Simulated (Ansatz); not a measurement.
```
CaMg2Bi2
1.0
    4.73465     0.00000     0.00000
   -2.36733     4.10033     0.00000
    0.00000     0.00000     7.59767
Ca Mg Bi
1 2 2
Direct
  0.00000   0.00000   0.00000
  0.66667   0.33333   0.37056
  0.33333   0.66667   0.62944
  0.33333   0.66667   0.23526
  0.66667   0.33333   0.76474
```

No spin polarisation.

0.442 holes added to each cell, a density of 3.0×10^21 cm⁻³, with a uniform compensating background at fixed cell and a 300 K Fermi–Dirac width.

Computed with Ansatz (a program for electronic structure), PBEsol, PAW, cutoff 420 eV, without spin-orbit coupling. Γ-centred 11×11×6 mesh, Fermi–Dirac width 0.0259 eV.

Q: What gap character does the calculation give?

A: Direct at Γ.

Q: What is the computed Fermi level relative to the doped band's edge (positive inside the band; to 0.05 eV)?

A: +0.65 eV.

Carriers are added with a uniform compensating background; total energy and stress of such cells depend on the potential's zero and are not compared; many-body gap narrowing is missing at this level. With Bi present, leaving out spin-orbit coupling can change the band edges. Stability against distortions was not tested. The cell was made from CaMg2Bi2 (space group P-3m1, No. 164) by this change: holes 3.0×10^21 cm⁻³.
